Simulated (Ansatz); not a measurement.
Band structure of ZrO₂ (P4_2/nmc, 6 atoms in the cell).

```
CELL_PARAMETERS angstrom
      3.56345     0.00000     0.00000
      0.00000     3.56345     0.00000
      0.00000     0.00000     5.17186
ATOMIC_POSITIONS crystal
  Zr 0.00000 0.00000 0.00000
  Zr 0.50000 0.50000 0.50000
  O  0.00000 0.50000 0.30177
  O  0.00000 0.50000 0.80177
  O  0.50000 0.00000 0.19823
  O  0.50000 0.00000 0.69823
```

Level of theory: PBE (plane waves, PAW; Ansatz, a program for electronic structure).

Settings: kpoints.mp_grid.grid = 9 9 7; hamiltonian.xc = pbe; hamiltonian.pseudopotentials = {kind: paw} (the program's default PAW files); scf.occupations.method = fixed; kpoints.band_path.npoints = 8.

The starting cell comes from a database of computed structures (which also holds hypothetical and non-ambient phases and stackings), without a prior relaxation at this level. Its lattice was rescaled by a random factor within 2.5 % of one.

Predict the gap along the standard path and the places of the band edges.

The gap along the path is 4.16 eV, from a point between M and Γ to Γ; the smallest direct gap on it is 4.27 eV.

Levels in eV from the top of the valence band on the path, bands 21 to 28:
```
point     21     22     23     24    25    26    27    28
-----  -----  -----  -----  -----  ----  ----  ----  ----
Γ      -0.74  -0.15  -0.12  -0.12  4.16  4.70  5.42  5.45
X      -1.45  -1.45  -0.12  -0.12  4.59  4.59  5.57  5.57
M      -0.87  -0.87  -0.40  -0.40  5.32  5.32  5.58  5.58
Z      -0.50  -0.50  -0.03  -0.03  4.73  4.73  5.38  5.38
R      -1.30  -1.30  -0.87  -0.87  4.69  4.69  5.00  5.00
A      -1.47  -1.47  -0.06  -0.06  5.34  5.34  5.83  5.83
```

Keys are those of Ansatz 0.2.
